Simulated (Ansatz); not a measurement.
# A computed series for TiAl: response to strain

Base system: TiAl (space group P4/mmm, No. 123; relaxed with 0.1 eV smearing).

```
TiAl
1.0
    2.79629     0.00000     0.00000
    0.00000     2.79629     0.00000
    0.00000     0.00000     4.03814
Ti Al
1 1
Direct
  0.00000   0.00000   0.00000
  0.50000   0.50000   0.50000
```

Cartesian axes are those of the cell as printed.

Strains are applied to the cell and any free atomic positions relax; under biaxial strain the out-of-plane vector relaxes too.

All numbers come from PBEsol in Ansatz (plane waves to 420 eV, PAW, no spin-orbit coupling).

| biaxial strain, plane normal [001], relaxed out of plane (%) | out-of-plane strain (%) |
|---|---|
| 0 | 0.00 |
| 0.5 | -0.53 |
| 1 | -1.07 |
| 1.5 | -1.65 |
| 2 | ? |
| 2.5 | -2.86 |
| 3 | -3.48 |

Task: Fit ε⊥ = −νε + γε² (strains in %) to the rows shown and predict the withheld row.

Result: Least squares on the printed values gives ν = 1.04 (the biaxial Poisson response) and γ = -0.042 (largest residual 0.01 %); this predicts -2.24 %, and the run gives -2.24 %, in agreement.

Stability against distortions was not tested. The final runs are not spin-polarised.

Ansatz is an electronic-structure program.
